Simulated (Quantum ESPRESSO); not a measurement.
Troubleshooting Quantum ESPRESSO: a failed run on TiSi2 (Fddd, 6 atoms in the cell). The aim is a self-consistent single point with DFT, PBE, plane waves, GBRV 1.5 ultrasoft (PBE) pseudopotentials.

This input was run:

```fortran
&control
  calculation = 'scf'
  prefix = 'scf'
  outdir = './out'
  pseudo_dir = './'
  tprnfor = .true.
  tstress = .true.
/
&system
  ibrav = 0
  nat = 6
  ntyp = 2
  ecutwfc = 50
  ecutrho = 400
  occupations = 'smearing'
  smearing = 'fermi-dirac'
  degauss = 0.0099958
  celldm(1) = 11.185355
/
&electrons
  conv_thr = 1e-10
  mixing_beta = 0.7
/
ATOMIC_SPECIES
Ti    47.8670  ti_pbe_v1.4.uspp.F.UPF
Si    28.0850  si_pbe_v1.uspp.F.UPF
ATOMIC_POSITIONS crystal
Ti    0.500000000    0.500000000    0.500000000
Ti    0.750000000    0.750000000    0.750000000
Si    0.837430000    0.162570000    0.837430000
Si    0.162570000    0.837430000    0.162570000
Si    0.412570000    0.087430000    0.412570000
Si    0.087430000    0.412570000    0.087430000
K_POINTS automatic
6 6 6  0 0 0
CELL_PARAMETERS bohr
   0.000000000     7.770859960     8.045240635
   4.509649983     0.000000000     8.045240635
   4.509649983     7.770859960     0.000000000
```

Output, abridged:

```
 %%%%%%%%%%%%%%%%%%%%%%%%%%%%%%%%%%%%%%%%%%%%%%%%%%%%%%%%%%%%%%%%%%%%%%%%%%%%%%
     Error in routine cell_base_init (1):
     lattice parameter specified twice
 %%%%%%%%%%%%%%%%%%%%%%%%%%%%%%%%%%%%%%%%%%%%%%%%%%%%%%%%%%%%%%%%%%%%%%%%%%%%%%

     stopping ...
```

Question: From the messages shown, name the fault and mend the input.

Answer: The fault is the cell or its scale given twice. Two definitions of the lattice conflict. To fix it, keep one definition. The program stopped before any SCF iteration.

An input that runs soundly differs in these lines (not the only fix; some lines may just follow from the change or write a value another way):
```diff
-  celldm(1) = 11.185355
```

With that input, the run converged in 14 iterations: free energy E − TS -3770.6689 eV; Fermi level (on the code's own zero) 12.72 eV; pressure 2.71 GPa; largest force (vector length) 0.047 eV/Å (DFT, PBE, plane waves, GBRV 1.5 ultrasoft (PBE) pseudopotentials).

On the sound input: the starting cell comes from a database of computed structures (which also holds hypothetical and non-ambient phases and stackings), without a prior relaxation at this level. Its lattice was rescaled by a random factor within 2.5 % of one. Spin polarisation is off.
